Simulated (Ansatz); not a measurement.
## SiC: response to strain

Take SiC in the wurtzite structure (space group P6_3mc, No. 186; a = 3.075 Å, c = 5.049 Å) as the base. Axes: x lies along a and z along c of the hexagonal cell.

Strains are applied to the cell and any free atomic positions relax; under biaxial strain the out-of-plane vector relaxes too.

All numbers come from r2SCAN in Ansatz (plane waves to 500 eV, PAW, scalar-relativistic without spin-orbit coupling), earlier PAW set.

```json
[
 {"biaxial strain, plane normal [001], relaxed out of plane (%)": "-4.54", "band gap (eV)": "1.99"},
 {"biaxial strain, plane normal [001], relaxed out of plane (%)": "-1.53", "band gap (eV)": "2.46"},
 {"biaxial strain, plane normal [001], relaxed out of plane (%)": "-0.98", "band gap (eV)": "?"},
 {"biaxial strain, plane normal [001], relaxed out of plane (%)": "0", "band gap (eV)": "2.65"}
]
```

### Question
Fit E_g = E₀ + Dε (ε in %) to the rows shown and predict the withheld row.

### Answer
Least squares on the printed values gives E₀ = 2.66 eV, D = 147 meV per % of strain (largest residual 0.02 eV); this predicts 2.52 eV, and the run gives 2.53 eV, in agreement.

Gaps are Kohn–Sham eigenvalue differences; semilocal functionals usually give less than the measured gap. Whether these cells are dynamically stable was not tested.

Ansatz is a program for electronic structure.
